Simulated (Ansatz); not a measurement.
Results of PBE in Ansatz (PAW) for C11b MoSi2.

Run with plane-wave cutoff 520 eV, 28×28×28 k mesh, Fermi–Dirac smearing 0.038 eV (set by the program), no spin polarisation, scalar-relativistic PAW data made under PBE.

Cell (measured lattice):

```cif
data_Mo2Si4
_chemical_formula_sum 'Si4 Mo2'
_space_group_name_H-M_alt 'I4/mmm'
_space_group_IT_number 139
_space_group_name_Hall '-I 4 2'
_cell_length_a 3.20640
_cell_length_b 3.20640
_cell_length_c 7.84780
_cell_angle_alpha 90.000
_cell_angle_beta 90.000
_cell_angle_gamma 90.000
loop_
_atom_site_label
_atom_site_type_symbol
_atom_site_symmetry_multiplicity
_atom_site_Wyckoff_symbol
_atom_site_fract_x
_atom_site_fract_y
_atom_site_fract_z
_atom_site_occupancy
Si1 Si 4 e 0.00000 0.00000 0.33497 1
Mo1 Mo 2 a 0.00000 0.00000 0.00000 1
```
(The calculation used a cell of 3 atoms; values per cell refer to that cell.)

Question: Predict the Poisson ratio, Voigt–Reuss–Hill bulk modulus, elastic constant C13, elastic constant C12, elastic constant C11, elastic constant C33, elastic constant C44 and elastic constant C66.

Answer: 
* **Poisson ratio**: 0.164
* **Voigt–Reuss–Hill bulk modulus**: 214 GPa
* **elastic constant C13**: 93.9 GPa
* **elastic constant C12**: 117 GPa
* **elastic constant C11**: 405 GPa
* **elastic constant C33**: 510 GPa
* **elastic constant C44**: 199 GPa
* **elastic constant C66**: 195 GPa

Measured, for comparison: elastic constant C13 83.8 GPa, elastic constant C12 104 GPa, elastic constant C11 417 GPa, elastic constant C33 514 GPa, elastic constant C44 204 GPa, elastic constant C66 194 GPa (temperature not stated, not corrected to a static lattice; as tabulated in Friák et al. (2018), doi:10.3390/nano8121057). Computed (rounded) less measured: elastic constant C13 +12 %, elastic constant C12 +12 %, elastic constant C11 -3 %, elastic constant C33 -0.8 %, elastic constant C44 -2 %, elastic constant C66 +0.5 %.

Note: the cell isn't this level's own, so it is under some stress, which shifts stiffness and frequencies.

Elastic constants are with the ions relaxed.

The result took about 2.4 core-hours (a rough figure).

Ansatz is an electronic-structure program.
